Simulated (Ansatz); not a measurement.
**CaO in the rock salt structure (space group Fm-3m, No. 225)**

CaO has the cubic space group Fm-3m (No. 225), the rock salt structure, Pearson symbol cF8. Lattice parameters: a = 4.795 Å, b = 4.795 Å, c = 4.795 Å, α = 90.00°, β = 90.00°, γ = 90.00°. O on 4a is coordinated by 6 Ca at 2.397 Å (octahedral). Ca on 4b sees 6 O at 2.397 Å (octahedral). (Neighbours: up to the widest gap in distance over summed covalent radii, below 1.35, at either atom; cation-cation and far metal-metal contacts left out.)
(The calculation used a cell of 2 atoms; values per cell refer to that cell.)

Level of theory: DFT with r2SCAN, PAW potentials and a 500 eV plane-wave cutoff in Ansatz (a quantum-chemistry and plane-wave program), no SOC. Γ-centred 12×12×12 mesh, Fermi–Dirac width 0.05 eV.

| Quantity | Value |
|---|---|
| Volume per atom | 13.78 Å³ |
| Density | 3.38 g/cm³ |
| Band gap | 4.20 eV, indirect, Γ → X |
| Electron mass | 1.4 mₑ along k, 0.44 mₑ across |
| Hole mass (degenerate bands, along [100]) | 0.37, 2.9, 2.9 mₑ |
| Lowest conduction-band minima above the VBM | X along ⟨100⟩ 4.20 eV; Γ 5.50 eV |
| Total energy | -1197.047 eV/atom (σ→0; compares only within this code and set-up) |

Masses are band curvatures over ±0.01 Å⁻¹ around the edge. Along k means along the line from Γ to the band edge. Whether these cells are dynamically stable was not tested.
